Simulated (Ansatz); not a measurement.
## Habitual settings against a tight run: Fe (Im-3m, 1 atom in the cell)

Self-consistent single point.

```
CELL_PARAMETERS angstrom
     -1.40232     1.40232     1.40232
      1.40232    -1.40232     1.40232
      1.40232     1.40232    -1.40232
ATOMIC_POSITIONS crystal
  Fe 0.00000 0.00000 0.00000
```
Moments meant for the start (each program seeds them in its own way; μB, in the order of the atoms Fe): 4.0.

Level of theory: PBE (plane waves, PAW; Ansatz, an electronic-structure program).

Base settings: basis.ecutwfc = 420 eV; kpoints.mp_grid.grid = 16 16 16; hamiltonian.xc = pbe; hamiltonian.pseudopotentials = {kind: paw} (the program's default PAW files); magnetization.spin_polarized = true; scf.occupations.method = cold; scf.occupations.width = 0.1 eV.

Tight run (finer mesh or higher cutoff; not a proven limit): basis.ecutwfc: 420 eV → 590 eV; kpoints.mp_grid.grid: 16 16 16 → 22 22 22; scf.convergence.dr2_threshold: default (1e-07 eV) → 1e-09 eV. It gave Fermi level (on the code's own zero) 19.23 eV; pressure 6.05 GPa; size of the cell's spin moment 2.13 μB.

Quick runs, as changes from the base:
- A: the base itself
- B: basis.ecutwfc: 420 eV → 295 eV; kpoints.mp_grid.grid: 16 16 16 → 4 4 4; kpoints.mp_grid.shift: default → 0.5 0.5 0.5; scf.convergence.dr2_threshold: default (1e-07 eV) → 0.001 eV

Energies are extrapolated to zero smearing width, which holds to low order in the width alone.

The count of work is k-points × plane waves × bands × iterations; it is no time. 

Pressures in the table are Ansatz's without its Pulay estimate, at a fixed set of plane waves; the tight run's value above holds the estimate.

The starting cell comes from a database of computed structures (which also holds hypothetical and non-ambient phases and stackings), without a prior relaxation at this level. Its lattice was rescaled by a random factor within 2.5 % of one. With one magnetic atom in the cell only a parallel order is possible. In the base run, with a pressure of about 5 GPa the cell is away from its equilibrium volume at this level.

```csv
run,energy less tight (meV/atom),pressure less tight (GPa),size of the net moment less tight (μB/atom),count of work / tight
A,6.4,-0.74,-0.03,0.28
B,600.4,-59.80,-0.14,0.0067
```

Among the runs at the tight run's level, the energy misses run from 6.4 to 600.4 meV/atom.

Left out of this page: 3 runs of the series outside the window shown, repeating another row's setting, or not comparable; 1 run of the series unsound by tests on forces, stress, charge or solver warnings.

Keys are those of Ansatz 0.2.
